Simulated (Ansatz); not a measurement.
We look at the energy change on adding Al3N3 to slab B from Al (fcc) and N2 (gas). Reaction: cell B + 3 Al (fcc) + 3/2 N2 (gas) → cell A. The sign is products less reactants.

Cell A: a stack of composition Mg4Al6N6O4 on the in-plane vectors of MgO (rock salt, Fm-3m) (100), but not a cut of that crystal, 20 atoms, square cell of 3.01 Å (9.0 Å²), symmetry P4mm, 18.4 Å thick under 16 Å of vacuum, so it may be strained; planes from bottom to top: MgO × 4 | AlN × 6, its two faces unlike (dipole correction applied); a model cell; against B it holds Al3N3 more, on a cell with two atoms a plane; spin state with PBE: run without spin, k-point mesh 15×15×1.
```
CELL_PARAMETERS angstrom
      3.00829     0.00000     0.00000
      0.00000     3.00829     0.00000
      0.00000     0.00000    34.30226
ATOMIC_POSITIONS crystal
  Mg 0.00000 0.00000 0.23380
  O  0.50000 0.50000 0.23237
  Mg 0.50000 0.50000 0.29496
  O  0.00000 0.00000 0.29522
  Mg 0.00000 0.00000 0.35716
  O  0.50000 0.50000 0.35708
  Mg 0.50000 0.50000 0.41912
  O  0.00000 0.00000 0.41940
  Al 0.00000 0.00000 0.47969
  N  0.50000 0.50000 0.47963
  Al 0.50000 0.50000 0.53707
  N  0.00000 0.00000 0.53705
  Al 0.00000 0.00000 0.59452
  N  0.50000 0.50000 0.59451
  Al 0.50000 0.50000 0.65191
  N  0.00000 0.00000 0.65202
  Al 0.00000 0.00000 0.70969
  N  0.50000 0.50000 0.70922
  Al 0.50000 0.50000 0.76592
  N  0.00000 0.00000 0.76823
```

Cell B: a stack of composition Mg4Al3N3O4 built on MgO (rock salt, Fm-3m) (100), with 8 atoms on that crystal's sites, 14 atoms, square cell of 3.01 Å (9.0 Å²), symmetry P4mm, 12.5 Å thick under 16 Å of vacuum, in-plane vectors held at the crystal's, which may strain the added film; planes from bottom to top: MgO × 4 | AlN × 3, its two faces unlike (dipole correction applied); spin state with PBE: run without spin, k-point mesh 15×15×1.
```yaml
crystal:
  lattice:
    - [3.00829, 0.00000, 0.00000]
    - [0.00000, 3.00829, 0.00000]
    - [0.00000, 0.00000, 28.39277]
  atoms:
    - { symbol: Mg, position: [0.00000, 0.00000, 0.28250] }
    - { symbol: O, position: [0.50000, 0.50000, 0.28076] }
    - { symbol: Mg, position: [0.50000, 0.50000, 0.35640] }
    - { symbol: O, position: [0.00000, 0.00000, 0.35671] }
    - { symbol: Mg, position: [0.00000, 0.00000, 0.43154] }
    - { symbol: O, position: [0.50000, 0.50000, 0.43146] }
    - { symbol: Mg, position: [0.50000, 0.50000, 0.50642] }
    - { symbol: O, position: [0.00000, 0.00000, 0.50671] }
    - { symbol: Al, position: [0.00000, 0.00000, 0.57949] }
    - { symbol: N, position: [0.50000, 0.50000, 0.57956] }
    - { symbol: Al, position: [0.50000, 0.50000, 0.64921] }
    - { symbol: N, position: [0.00000, 0.00000, 0.64861] }
    - { symbol: Al, position: [0.00000, 0.00000, 0.71711] }
    - { symbol: N, position: [0.50000, 0.50000, 0.71992] }
```

Reference: Al (fcc, Fm-3m), 1 atom in the cell, k-point mesh 26×26×26 on the run's own vectors. Conventional cell: a = b = c = 4.0410 Å, α = β = γ = 90.00°.

Reference: an isolated N2 molecule (singlet) in a box of 11 × 11 × 13 Å.

All numbers come from Ansatz (an electronic-structure program), plane waves with PAW, its PAW set soft_1, cutoff 420 eV, 500 eV for r2SCAN. The structures are at rest with PBE, within the held lattices; other levels are single points on them. Neutral cells; Fermi-Dirac smearing of at most 0.10 eV in the solids, energies taken to zero width. The lattices are those relaxed with PBE or held as stated, so at other levels the solids can be strained, which adds to the spread. Larger cells are relaxed from a start prepared with the learned potential CHGNet till forces fall under 0.03 eV/Å, which some starts already meet. A dispersion term (D3(BJ), or D4 for r2SCAN) was computed beside these levels and is taken off wherever the name lacks it. Nuclei at rest; no vibrational terms. Cells are local rest points, mostly with their start's symmetry. Values are for these cell sizes. Cell A has symmetry P4mm and got no random move, so less symmetric positions, which may lie lower, weren't tried. Cell B has symmetry P4mm and got no random move, so less symmetric positions, which may lie lower, weren't tried.

Task: What is the computed value (PBE)?

Result: -6.95 eV, for cell B + 3 Al (fcc) + 3/2 N2 (gas) → cell A.

Task: What do the other levels give, and how wide is the spread?

Result: 
| Method | value (eV) | less PBE |
|---|---|---|
| r2SCAN | -8.43 | -1.48 |

The levels span 1.48 eV, from r2SCAN (-8.43) to PBE (-6.95).
